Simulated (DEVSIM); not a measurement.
Device: illuminated Si n-on-p cell, one wavelength, with a back-surface field, at 400 K.

Layer 1 from the left is Si, thickness (μm) 0.700, Nd (cm⁻³) 8.9e18, τn (s) 8.2e-6, τp (s) 2.1e-7, absorption coefficient (cm⁻¹) 2200. Layer 2 from the left is Si, thickness (μm) 40.0, Na (cm⁻³) 9.6e16, τn (s) 1.3e-5, τp (s) 1.3e-5, absorption coefficient (cm⁻¹) 2200. Layer 3 from the left is Si, thickness (μm) 0.620, Na (cm⁻³) 1.7e18, τn (s) 1.3e-5, τp (s) 1.3e-5, absorption coefficient (cm⁻¹) 2200.

Left contact: ohmic, minority hole recombination velocity 20 cm/s. Right contact: ohmic, minority electron recombination velocity 5000 cm/s. Voltage is applied to the left contact. Recombination: SRH at mid-gap, radiative, Auger. Gap narrowing is on: ΔEg = 6.92 meV × (l + √(l² + 0.5)), l = ln(N/1.3e17 cm⁻³), shared equally by both band edges. Light enters at the left, 2.7e17 photons cm⁻² s⁻¹, one pass, no reflection. Mobility is constant in doping.

This is a model device: material constants are rounded textbook-type values typed into the input, and sizes, dopings and lifetimes were drawn at random. Values at 300 K; Nc and Nv go as T^1.5, mobilities as T to minus their exponent, the gap by Varshni's rule with the affinity fixed.

Si: gap (eV) 1.124, affinity (eV) 4.05, permittivity 11.7, Nc (cm⁻³) 2.86e19, Nv (cm⁻³) 3.1e19, μn (cm²/Vs) 1417, μp (cm²/Vs) 470, T exponent of μn 2.3, T exponent of μp 2.2, B (cm³/s) 4.7e-15, Cn (cm⁶/s) 2.8e-31, Cp (cm⁶/s) 9.9e-32, Varshni α (eV/K) 0.000473, Varshni β (K) 636.

DEVSIM, 1D drift-diffusion, Boltzmann statistics, complete ionisation; no tunnelling, impact ionisation, image-force lowering or self-heating.

Dark forward current:

```
|V| (V)  |J| (A/cm²)
-------  -----------
0.05        2.544e-7
0.10        1.216e-6
0.15        5.085e-6
0.20        2.109e-5
0.25        8.831e-5
0.30       0.0003727
0.35        0.001580
0.40        0.006718
0.45         0.02858
0.50          0.1214
0.55          0.5105
0.60           2.081
0.65           8.045
0.70           29.99
0.75           108.3
0.80           363.2
0.85            1064
0.90            2576
```

Task: Work out the local ideality factor n = ΔV / (kT/q · ln(J2/J1)) between the rows 0.15 and 0.20 V, 0.40 and 0.45 V, 0.85 and 0.90 V.

Result: kT/q = 34.47 mV. From 0.15 to 0.20 V: ln(2.109e-5/5.085e-6) = 1.423, n = 1.02, near the 1 of diffusion or emission over a barrier. From 0.40 to 0.45 V: ln(0.02858/0.006718) = 1.448, n = 1.00, near the 1 of diffusion or emission over a barrier. From 0.85 to 0.90 V: ln(2576/1064) = 0.884, n = 1.64.

Task: What current could the absorbed light give at most, and what share is collected?

Result: Σ αd = 9.09, so qΦ(1 − exp(−Σ αd)) = 43.3 mA/cm². The simulated short-circuit current is 42.64 mA/cm², a share of 0.99.

Task: Estimate the open-circuit voltage by superposition: the voltage at which the dark current equals that short-circuit current.

Result: Interpolating ln J in the table gives 0.464 V. The simulation gives 0.464 V, the same within the digits that matter. Superposition holds where collection doesn't change with voltage.

Task: Estimate the fill factor from FF0 = (v − ln(v + 0.72))/(v + 1), v = qVoc/(nkT), with n from the dark curve.

Result: The rows about Voc, 0.45 and 0.50 V, give n = 1.00, so v = 13.4 and FF0 = 0.747. The simulation gives 0.747, the same within the digits that matter.
